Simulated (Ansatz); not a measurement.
Start from PbS in the rock salt structure (space group Fm-3m, No. 225).

```yaml
crystal:
  lattice:
    - [0.00000, 2.98711, 2.98711]
    - [2.98711, 0.00000, 2.98711]
    - [2.98711, 2.98711, 0.00000]
  atoms:
    - { symbol: S, position: [0.00000, 0.00000, 0.00000] }
    - { symbol: Pb, position: [0.50000, 0.50000, 0.50000] }
```

The values are results of r2SCAN/PAW in Ansatz (a first-principles code), without spin-orbit coupling, not measurements.

Before the change:

- Lattice parameter a: 597.4 pm

It is then changed as follows: a hydrostatic pressure of 15 GPa.

Task: What does the calculation give for the lattice parameter a after the change?

Result: The lattice parameter a falls by 34.6 pm, from 597.4 pm to 562.8 pm.

Load acts through the strain it causes; cell and atoms are relaxed under it. No phonon test of stability was made. Competing high-pressure phases were not computed.
